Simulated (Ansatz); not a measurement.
**Band gap (eV)**

Cell A: SiC (3C, zinc blende, F-43m), 2 atoms in the cell, k-point mesh 14×14×14 on the run's own vectors. Conventional cell: a = 4.379 Å, b = 4.379 Å, c = 4.379 Å, α = 90.00°, β = 90.00°, γ = 90.00°.

Cell B: SiC (6H, P6₃mc), 12 atoms in the cell, k-point mesh 12×12×4 on the run's own vectors. Conventional cell: a = b = 3.0949 Å, c = 15.1859 Å, α = β = 90.00°, γ = 120.00°.

Cell C: SiC (4H, P6₃mc), 8 atoms in the cell, k-point mesh 12×12×4 on the run's own vectors. Conventional cell: a = b = 3.094 Å, c = 10.129 Å, α = β = 90.00°, γ = 120.00°.

Computed with Ansatz (plane waves, PAW), its PAW set soft_1, cutoff 420 eV, 500 eV for r2SCAN. The structures are at rest with PBE; other levels are single points on them. HSE06 runs on coarser k-point meshes, which give the PBE gaps of the finer ones within 0.03 eV. Neutral cells; Fermi-Dirac smearing of at most 0.05 eV in the solids, energies taken to zero width. The lattices are those relaxed with PBE, so at other levels the solids can be strained, which adds to the spread. No structure search was made; lower ones may exist. A dispersion term ran beside these levels; it doesn't touch the electrons. Gaps are highest filled to lowest empty Kohn-Sham level on the run's k-point mesh, states of defects and surfaces included; edges off the mesh make the true gap smaller, and under 0.08 eV counts as none.

```json
[
 {"cell": "A", "PBE": "1.37 (indirect)", "r2SCAN": "1.72 (indirect)", "HSE06": "2.24"},
 {"cell": "B", "PBE": "2.03 (indirect)", "r2SCAN": "2.39 (indirect)", "HSE06": "?"},
 {"cell": "C", "PBE": "2.22 (indirect)", "r2SCAN": "2.59 (indirect)", "HSE06": "?"}
]
```

Fill in the missing entries.


- B, HSE06: 2.91
- C, HSE06: 3.13

Ansatz is a program for electronic structure.
